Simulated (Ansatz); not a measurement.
**Short convergence ladders for MgTiF₆ (R3, 8 atoms in the cell)**

```
MgTiF6
1.0
    2.61611     1.51041     4.45784
   -2.61611     1.51041     4.45784
    0.00000    -3.02082     4.45784
Mg Ti F
1 1 6
Direct
  0.50374   0.50374   0.50374
  0.00000   0.00000   0.00000
  0.67162   0.84246   0.24225
  0.32838   0.15754   0.75775
  0.24225   0.67162   0.84246
  0.75775   0.32838   0.15754
  0.84246   0.24225   0.67162
  0.15754   0.75775   0.32838
```

Base method: PBEsol, default PAW files made with PBE (plane waves; Ansatz, a first-principles code).

Base settings: basis.ecutwfc = 420 eV; kpoints.mp_grid.grid = 5 5 5; hamiltonian.xc = pbesol; hamiltonian.pseudopotentials = {kind: paw} (the program's default PAW files); scf.occupations.method = fixed.

The count of work is k-points × plane waves × bands × iterations; it is no time. Core times come from one kind of shared machine, to one figure; runs under 30 s give none.

**The cutoff for other potential files**

Level: DFT, PBEsol, plane waves, harder PAW files (source: ansatz) made with PBE.

In this ladder: hamiltonian.pseudopotentials = {kind: paw, source: ansatz}.

The second cell is the first with its lattice scaled by 0.98.

The mesh stays at the base's, so the ladder's end is converged at best in this setting alone.

The first pressure column holds Ansatz's estimate of the finite-basis (Pulay) stress, which hides part of the cutoff error; the other is without it.

Only quantities that move along the ladder and can be compared are tabulated.

```tsv
basis.ecutwfc	free energy less the last step's (meV/atom)	energy of the compressed cell less the first (meV/atom)	pressure (GPa)	pressure without the Pulay estimate (GPa)	largest difference of a force vector from the last step's (eV/Å)	count of work / last	core time / last (rough)
470 eV	2428.98	10.26	-1.43	-112.99	0.077	0.11	–
580 eV	606.37	15.27	-0.62	-38.25	0.035	0.15	–
735 eV	68.00	13.58	-0.76	-6.99	0.009	0.21	–
890 eV	4.64	13.92	-0.75	-1.39	0.000	0.28	–
1050 eV	0.35	13.92	-0.75	-0.77	0.000	0.35	0.3
1260 eV	0.22	13.92	-0.75	-0.75	0.000	0.46	0.5
1575 eV	0.11	13.91	-0.75	-0.75	0.000	0.65	0.6
2100 eV	0.00	13.91	-0.75	-0.75	0.000	1.0	1
```

Coarsest basis.ecutwfc that holds the pressure without the Pulay estimate within 0.2 GPa of the last step, with all finer ones: 1050 eV, at 0.35 of the last step's count of work and about 0.3 of the last step's time; the step before is off by 0.64 GPa.

Coarsest basis.ecutwfc that holds the energy of the compressed cell less the first within 0.5 meV/atom of the last step, with all finer ones: 735 eV, at 0.21 of the last step's count of work; the step before is off by 1.4 meV/atom.

Coarsest basis.ecutwfc that holds the pressure within 0.1 GPa of the last step, with all finer ones: 735 eV, at 0.21 of the last step's count of work; the step before is off by 0.13 GPa.

The energy difference between the two cells stays within 1 meV/atom of the last step's from 735 eV on, the total only from 1050 eV on: much of the error is common to both cells and cancels.

At the lowest cutoff the pressure without the Pulay estimate lies 112 GPa under the last step's, the usual sign of Pulay stress in an incomplete plane-wave basis.

**The density cutoff**

The second cell is the first with its lattice scaled by 0.98.

The mesh stays at the base's, so the ladder's end is converged at best in this setting alone.

Only quantities that move along the ladder and can be compared are tabulated.

```csv
basis.ecutrho_ratio,free energy less the last step's (meV/atom),energy of the compressed cell less the first (meV/atom),pressure (GPa),largest difference of a force vector from the last step's (eV/Å)
2,-4.73,12.74,0.07,0.011
3,0.15,14.04,-0.75,0.000
4,0.00,14.04,-0.73,0.000
5,0.00,14.04,-0.73,0.000
6,0.00,14.04,-0.73,0.000
8,0.00,14.04,-0.73,0.000
10,0.00,14.04,-0.73,0.000
12,0.00,14.04,-0.73,0.000
16,0.00,14.04,-0.73,0.000
```

Coarsest basis.ecutrho_ratio that holds the pressure within 0.5 GPa of the last step, with all finer ones: 3; the step before is off by 0.79 GPa.

Coarsest basis.ecutrho_ratio that holds the forces within 0.01 eV/Å of the last step, with all finer ones: 3; the step before is off by 0.011 eV/Å.

Coarsest basis.ecutrho_ratio that holds the free energy within 2 meV/atom of the last step, with all finer ones: 3; the step before is off by 4.7 meV/atom.

**The relaxed cell against the cutoff**

On MgTiF6 (R-3, 8 atoms in the cell): atoms on their sites.

In this ladder: relax = cell and atoms.

The mesh stays at the base's, so the ladder's end is converged at best in this setting alone.

Only quantities that move along the ladder and can be compared are tabulated.

| basis.ecutwfc | relaxed volume (Å³/atom) | relaxation steps | core time / last (rough) |
|---|---|---|---|
| 250 eV | 13.510 | 103 | 1 |
| 295 eV | 13.731 | 79 | 1 |
| 355 eV | 14.221 | 33 | 0.6 |
| 420 eV | 14.274 | 23 | 0.5 |
| 505 eV | 14.288 | 14 | 0.4 |
| 630 eV | 14.285 | 14 | 0.5 |
| 840 eV | 14.293 | 16 | 1 |

Coarsest basis.ecutwfc that holds the relaxed volume within 0.029 Å³/atom of the last step, with all finer ones: 420 eV; the step before is off by 0.072 Å³/atom.

At the lowest cutoff the cell relaxes to a volume 5.5 % smaller than at the highest. Ansatz relaxes on a stress corrected for the finite basis.

On the base run: the starting cell comes from a database of computed structures (which also holds hypothetical and non-ambient phases and stackings), without a prior relaxation at this level. Its lattice was rescaled by up to half a per cent. One atom was moved a little off its site on purpose.

Left out of this page: 1 run of the series failed or unconverged.

Keys are those of Ansatz 0.2.
